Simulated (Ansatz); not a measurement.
Partial pair distribution functions of a relaxed model of amorphous Ti$_{20}$O$_{42}$Zr, broadened by 0.06 Å; density 3.53 g/cm³. Level of theory: PBE, scalar-relativistic without spin-orbit coupling (plane waves to 420 eV, PAW; Ansatz, a program for electronic structure).

Preparation: random packing, a CHGNet melt and quench, and a DFT relaxation. O atoms were pushed apart under 1.9 Å during the dynamics, to hinder bonds among them. The hot cell started wider than the set density and was brought back towards it in steps. It is the lowest in DFT energy of 2 quenches. It is a model cell: composition and starting density were chosen by hand, and all elements were melted together. No dispersion term was used. Its density started from a set value of 3.69 and ended at 3.53 g/cm³. Cooling (nominally 360 K/ps over its main leg) ran many orders faster than in experiment, which tends to leave more defects and strain. One small periodic cell is one sample of the glass; other quenches scatter about these values. Volume and shape were free in the relaxation.

```json
[
 {"r (Å)": "1.55", "g Ti-O": "0.01", "g O-Zr": "0.00", "g Ti-Ti": "0.00", "g O-O": "0.00"},
 {"r (Å)": "1.65", "g Ti-O": "0.55", "g O-Zr": "0.00", "g Ti-Ti": "0.00", "g O-O": "0.00"},
 {"r (Å)": "1.75", "g Ti-O": "3.12", "g O-Zr": "0.00", "g Ti-Ti": "0.00", "g O-O": "0.00"},
 {"r (Å)": "1.85", "g Ti-O": "5.52", "g O-Zr": "0.10", "g Ti-Ti": "0.00", "g O-O": "0.00"},
 {"r (Å)": "1.95", "g Ti-O": "5.88", "g O-Zr": "2.23", "g Ti-Ti": "0.00", "g O-O": "0.00"},
 {"r (Å)": "2.05", "g Ti-O": "3.81", "g O-Zr": "6.33", "g Ti-Ti": "0.00", "g O-O": "0.00"},
 {"r (Å)": "2.15", "g Ti-O": "1.96", "g O-Zr": "4.55", "g Ti-Ti": "0.00", "g O-O": "0.00"},
 {"r (Å)": "2.25", "g Ti-O": "0.46", "g O-Zr": "5.55", "g Ti-Ti": "0.00", "g O-O": "0.04"},
 {"r (Å)": "2.35", "g Ti-O": "0.13", "g O-Zr": "3.31", "g Ti-Ti": "0.00", "g O-O": "0.45"},
 {"r (Å)": "2.45", "g Ti-O": "0.10", "g O-Zr": "0.72", "g Ti-Ti": "0.00", "g O-O": "0.82"},
 {"r (Å)": "2.55", "g Ti-O": "0.02", "g O-Zr": "0.02", "g Ti-Ti": "0.00", "g O-O": "1.28"},
 {"r (Å)": "2.65", "g Ti-O": "0.08", "g O-Zr": "0.00", "g Ti-Ti": "0.00", "g O-O": "2.14"},
 {"r (Å)": "2.75", "g Ti-O": "0.15", "g O-Zr": "0.00", "g Ti-Ti": "0.04", "g O-O": "3.12"},
 {"r (Å)": "2.85", "g Ti-O": "0.15", "g O-Zr": "0.00", "g Ti-Ti": "0.59", "g O-O": "3.24"},
 {"r (Å)": "2.95", "g Ti-O": "0.14", "g O-Zr": "0.00", "g Ti-Ti": "1.76", "g O-O": "2.36"},
 {"r (Å)": "3.05", "g Ti-O": "0.18", "g O-Zr": "0.00", "g Ti-Ti": "1.83", "g O-O": "1.53"},
 {"r (Å)": "3.15", "g Ti-O": "0.37", "g O-Zr": "0.00", "g Ti-Ti": "2.32", "g O-O": "0.97"},
 {"r (Å)": "3.25", "g Ti-O": "0.61", "g O-Zr": "0.00", "g Ti-Ti": "1.58", "g O-O": "0.99"},
 {"r (Å)": "3.35", "g Ti-O": "0.59", "g O-Zr": "0.00", "g Ti-Ti": "2.16", "g O-O": "0.67"},
 {"r (Å)": "3.45", "g Ti-O": "0.62", "g O-Zr": "0.03", "g Ti-Ti": "2.26", "g O-O": "0.65"},
 {"r (Å)": "3.55", "g Ti-O": "0.73", "g O-Zr": "0.52", "g Ti-Ti": "2.18", "g O-O": "0.64"},
 {"r (Å)": "3.65", "g Ti-O": "1.01", "g O-Zr": "0.71", "g Ti-Ti": "2.38", "g O-O": "0.69"},
 {"r (Å)": "3.75", "g Ti-O": "1.19", "g O-Zr": "0.82", "g Ti-Ti": "1.25", "g O-O": "0.68"},
 {"r (Å)": "3.85", "g Ti-O": "1.11", "g O-Zr": "0.88", "g Ti-Ti": "0.63", "g O-O": "0.97"},
 {"r (Å)": "3.95", "g Ti-O": "1.50", "g O-Zr": "0.58", "g Ti-Ti": "0.43", "g O-O": "1.17"},
 {"r (Å)": "4.05", "g Ti-O": "1.44", "g O-Zr": "1.36", "g Ti-Ti": "0.48", "g O-O": "0.71"},
 {"r (Å)": "4.15", "g Ti-O": "1.50", "g O-Zr": "1.32", "g Ti-Ti": "0.55", "g O-O": "0.52"},
 {"r (Å)": "4.25", "g Ti-O": "1.50", "g O-Zr": "1.53", "g Ti-Ti": "0.49", "g O-O": "0.51"},
 {"r (Å)": "4.35", "g Ti-O": "1.72", "g O-Zr": "2.22", "g Ti-Ti": "0.37", "g O-O": "0.48"},
 {"r (Å)": "4.45", "g Ti-O": "1.57", "g O-Zr": "1.11", "g Ti-Ti": "0.59", "g O-O": "0.73"},
 {"r (Å)": "4.55", "g Ti-O": "1.50", "g O-Zr": "1.69", "g Ti-Ti": "0.96", "g O-O": "0.76"}
]
```

Within 2.50 Å each Ti has 5.30 O neighbours on average.
